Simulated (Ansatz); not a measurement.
Structures of equal composition on the (0001) surface of 4H silicon carbide (Si plane on top): (√3x√3)R30° Au adatom at H3; (√3x√3)R30° Au adatom at T4. The slabs share one bottom face, and each structure is named by its start. These are constructed structures in small cells; real faces may alloy, dewet or reconstruct in larger ones, and not all known structures of the face are among them. Slabs of about 10 Å, Fermi-Dirac smearing of 0.025 eV. Bottom of the slabs: H caps. Relaxed from the named starts with such symmetry as they have, on meshes of like density; energies extrapolated to zero smearing; spin only where a row says so; no spin-orbit coupling, no U. Brackets mark spin-polarised runs, whose order is one that fits the cell. Where a second, spin-polarised start was run, the lower counts.

Level of theory: r2SCAN, at the PBE geometry (plane waves to 500 eV, PAW; Ansatz, a program for electronic structure).

Task: Order them by energy per 1x1 cell (lowest first) at the level r2SCAN, at the PBE geometry.

Result: (√3x√3)R30° Au adatom at H3 (0.000 eV, no gap on the mesh), (√3x√3)R30° Au adatom at T4 (0.049 eV, no gap on the mesh)
